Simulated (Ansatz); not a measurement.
Base system: CoO in the rock salt structure (space group Fm-3m, No. 225; a = 4.247 Å; ferromagnetic; relaxed with 0.1 eV smearing).

Level of theory: PBE, PAW, 420 eV (Ansatz, an electronic-structure program; no spin-orbit coupling).

Base values:

| Quantity | Value |
|---|---|
| Largest site moment | 2.43 μB |
| Magnetic state | ferromagnetic |
| Pressure | 0.0 GPa |
| Band gap | zero |

The change: the cell is scaled by 0.9898 in all directions, atoms relaxed at fixed cell.

Q: How does this affect the largest site moment, magnetic state, pressure, energy relative to the base and band gap?

A: The largest site moment decreases by 0.07 μB to 2.36 μB; the magnetic state remains ferromagnetic; the pressure goes from zero to 5.3 GPa; the energy grows by 4.7 meV/atom; the band gap remains zero.

The cells carry an imposed strain or load. No phonon test of stability was made. No Hubbard U is applied and the magnetic state is the run's own (CoO ferromagnetic); other magnetic orders, which need larger cells, were not tried and can change the gap. In its common phase, real CoO is an antiferromagnetic insulator at low temperature.
